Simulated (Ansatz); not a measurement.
How a calculation on MnS (Fm-3m, 2 atoms in the cell) responds to its settings

```yaml
crystal:
  lattice:
    - [0.00000, 2.49752, 2.49752]
    - [2.49752, 0.00000, 2.49752]
    - [2.49752, 2.49752, 0.00000]
  atoms:
    - { symbol: S, position: [0.00000, 0.00000, 0.00000] }
    - { symbol: Mn, position: [0.50000, 0.50000, 0.50000], spin: 4.0 }
```
(The spins are starting values, not results.)

Base run A: Ansatz (a first-principles code) with LDA (PW92), PAW files made with PBE, self-consistent single point.

Its settings: basis.ecutwfc = 420 eV; kpoints.mp_grid.grid = 11 11 11; hamiltonian.xc = lda; hamiltonian.pseudopotentials = {kind: paw} (the program's default PAW files); magnetization.spin_polarized = true; scf.occupations.method = gaussian; scf.occupations.width = 0.272 eV.

The starting cell was generated: these elements placed on a structure prototype, without a prior relaxation; it need not be a known phase or ordering of this composition. Its lattice was rescaled by a random factor within 2.5 % of one. With one magnetic atom in the cell only a parallel order is possible. In the base run, with a pressure of about -7 GPa the cell is away from its equilibrium volume at this level. Ansatz's pressure includes its estimate of the finite-basis (Pulay) stress.

ΔF is the free energy per atom less that of run A. 

```csv
run,"kpoints.mp_grid.grid, scf.occupations.width",ΔF (meV/atom),pressure (GPa),size of the net moment (μB/atom),TS (meV/atom),k-points
A,"11 11 11, 0.272 eV",0.00,-7.33,2.05,24.9,56
B,"8 8 8, 0.03 eV",13.7,-8.55,2.01,0.5,29
C,"8 8 8, 0.1 eV",12.1,-8.35,2.02,3.0,29
D,"8 8 8, 0.3 eV",-1.42,-7.88,2.02,31.9,29
E,"9 9 9, 0.03 eV",11.2,-8.81,1.99,0.2,35
F,"9 9 9, 0.1 eV",9.9,-8.54,2.00,3.2,35
G,"9 9 9, 0.3 eV",-3.3,-7.90,2.02,29.8,35
H,"11 11 11, 0.03 eV",12.2,-6.53,2.09,0.4,56
I,"11 11 11, 0.1 eV",10.6,-6.73,2.08,3.4,56
J,"11 11 11, 0.3 eV",-2.7,-7.42,2.04,30.5,56
K,"13 13 13, 0.03 eV",13.3,-7.65,2.04,0.4,84
L,"13 13 13, 0.1 eV",11.6,-7.41,2.05,3.5,84
M,"13 13 13, 0.3 eV",-2.4,-7.56,2.04,31.4,84
```

Run E against A: The free energy rises by 11.2 meV/atom, the pressure goes from -7.33 to -8.81 GPa and the size of the net moment goes from 2.05 to 1.99 μB/atom.

Run K against A: The free energy goes up by 13.3 meV/atom, the pressure goes from -7.33 to -7.65 GPa and the size of the net moment moves little (2.05 to 2.04 μB/atom).

Run J against A: The free energy goes down by 2.7 meV/atom, the pressure hardly changes (-7.33 to -7.42 GPa) and the size of the net moment hardly changes (2.05 to 2.04 μB/atom).

Keys are those of Ansatz 0.2.
